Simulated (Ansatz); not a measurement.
HgTe (model structure, started from the h-BN type, P6₃/mmc, No. 194, 4 atoms in the cell): lattice parameter c by level of theory

No measured value is used here.

```csv
level (code),value (Å)
PBE (Ansatz),7.221
PBEsol (Ansatz),6.630
PBE-D3(BJ) (Ansatz),___
```

Question: Complete the blanks.

Answer: 
- PBE-D3(BJ) (Ansatz, a program for electronic structure), value (Å): 6.720

Density-functional levels without +SOC have no spin–orbit coupling. Ansatz's density-functional and Hartree–Fock values are scalar-relativistic unless marked +SOC, with PAW data made under PBE.

A model structure was made by putting elements into a prototype or built by hand; it is no filed structure, need not be a known phase, and can be a saddle point held by its symmetry.
